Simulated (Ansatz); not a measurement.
Base system: Cu2O (space group Pn-3m, No. 224; a = 4.222 Å).

Levels (all Ansatz, a program for electronic structure, PAW): PBEsol (420 eV, scalar-relativistic without spin-orbit coupling); HSE06 (420 eV, without spin-orbit coupling).

Its gap is 0.56 eV with PBEsol and 2.08 eV with HSE06.

Modification: an isotropic linear strain of +0.98 %; the atoms relax in the strained cell.

With PBEsol the gap becomes 0.49 eV.

**Question.** If the HSE06 correction stayed the same, what would the HSE06 gap be, and what does the HSE06 run give?

**Answer.** A rigid correction of +1.52 eV gives 2.01 eV. The HSE06 run gives 1.99 eV, so the two effects roughly add.

Single points use the geometry relaxed with PBEsol. Stability against distortions was not tested. No Hubbard U is applied. All final runs are without spin polarisation.
